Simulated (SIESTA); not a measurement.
Input and output of a self-consistent single point for HfO2 (P4_2/nmc, 6 atoms in the cell) (SIESTA).

Computed with GGA PBE+U, numerical atomic orbitals TZP, PseudoDojo PBE standard norm-conserving potentials (rewritten from UPF to PSML) in SIESTA.

```
HfO2
1.0
    3.53347     0.00000     0.00000
    0.00000     3.53347     0.00000
    0.00000     0.00000     5.13617
Hf O
2 4
Direct
  0.50000   0.50000   0.50000
  0.00000   0.00000   0.00000
  0.00000   0.50000   0.69721
  0.00000   0.50000   0.19721
  0.50000   0.00000   0.80279
  0.50000   0.00000   0.30279
```

Reference input (self-consistent single point, DFT, GGA PBE, numerical atomic orbitals TZP, PseudoDojo PBE standard norm-conserving potentials (rewritten from UPF to PSML)): XC.functional = GGA; XC.authors = PBE; potentials = PseudoDojo PBE standard; PAO.BasisSize = TZP; PAO.EnergyShift = 0.01 Ry; MeshCutoff = 350 Ry; kgrid.MonkhorstPack = 8 8 5; OccupationFunction = FD; ElectronicTemperature = 116.05 K; MaxSCFIterations = 150; SCF.Mixer.Method = Broyden; SCF.Mixer.Weight = 0.1. This run's input differs from it in these lines:

```diff
@@ -38,2 +38,11 @@
 ElectronicTemperature        116.05 K
+DFTU.ProjectorGenerationMethod 2
+DFTU.CutoffNorm              0.9
+DFTU.FirstIteration          true
+%block DFTU.proj
+  Hf 1
+  n=5 2
+  4.00 0.00
+  0.00 0.00
+%endblock DFTU.proj
```

The program printed (abridged):

```
        iscf     Eharris(eV)        E_KS(eV)     FreeEng(eV)     dDmax    Ef(eV) dHmax(eV)
   scf:    1    -4838.017434    -4858.826688    -4858.826688  1.535108 -6.403517  9.522882
   scf:    2    -4868.724608    -4864.074307    -4864.074307  0.067536 -7.171395  6.934300
   scf:    3    -4872.457539    -4870.931018    -4870.931018  0.258066 -2.432921  1.076550
   scf:    4    -4869.737927    -4870.498484    -4870.498484  0.067080 -2.275483  2.022884
   scf:    5    -4870.739945    -4870.978154    -4870.978154  0.152131 -3.530964  0.744316
hubbard_term: recalculating local occupations    2
   [... lines left out ...]
hubbard_term: recalculating local occupations   23
hubbard_term: maximum change in local occup.    0.000272
   scf:   30    -4870.802997    -4870.802997    -4870.802997  0.000022 -3.089668  0.000332
hubbard_term: recalculating local occupations   24
hubbard_term: maximum change in local occup.    0.000271
   scf:   31    -4870.803016    -4870.803016    -4870.803016  0.000012 -3.089737  0.000255
hubbard_term: recalculating local occupations   25
hubbard_term: maximum change in local occup.    0.000271
   scf:   32    -4870.803025    -4870.803025    -4870.803025  0.000007 -3.089782  0.000202
SCF Convergence by DM+H criterion
max |DM_out - DM_in|         :     0.0000069957
max |H_out - H_in|      (eV) :     0.0002023445
DFT+U population converged by dTol_pop criteria:
max |pop(DFT+U)_i - pop(DFT+U)_j|:     0.0002707265
SCF cycle converged after 32 iterations

Using DM_out to compute the final energy and forces
hubbard_term: recalculating local occupations   26
hubbard_term: maximum change in local occup.    0.000271
hubbard_term: recalculating Hamiltonian and forces

siesta: E_KS(eV) =            -4870.8038

siesta: E_KS - E_eggbox =     -4870.8038

siesta: Atomic forces (eV/Ang):
     1   -0.000000    0.000000    0.000000
     2    0.000000    0.000000   -0.000000
     3    0.000000   -0.000000    0.846054
     4    0.000000   -0.000000    0.846054
     5   -0.000000    0.000000   -0.846054
   [... lines left out ...]
siesta: FreeEng =     -4870.803804
   [... lines left out ...]
siesta:    -0.144415   -0.000000   -0.000000
siesta:    -0.000000   -0.144415   -0.000000
siesta:    -0.000000   -0.000000   -0.122714

siesta: Cell volume =         64.127239 Ang**3

siesta: Pressure (static):
siesta:                Solid            Molecule  Units
siesta:           0.00149409          0.00154604  Ry/Bohr**3
siesta:           0.13718101          0.14195065  eV/Ang**3
siesta:         219.78820703        227.43001499  kBar
```

The run converged in 32 iterations. Against the reference run the pressure goes from 14.86 to 21.98 GPa, the largest force goes from 0.331 to 0.846 eV/Å and the gap on the mesh goes from 4.665 to 5.376 eV.

The starting cell comes from a database of computed structures (which also holds hypothetical and non-ambient phases and stackings), without a prior relaxation at this level. Its lattice was rescaled by a random factor within 2.5 % of one. Spin-orbit coupling is off. Spin polarisation is off. The U value is a test value, and with U on an open shell several self-consistent states can exist. Values carry the incompleteness of an atom-centred basis. With a pressure of about 22 GPa the cell is away from its equilibrium volume at this level.

Cost on one core of a shared machine: roughly 6 min.
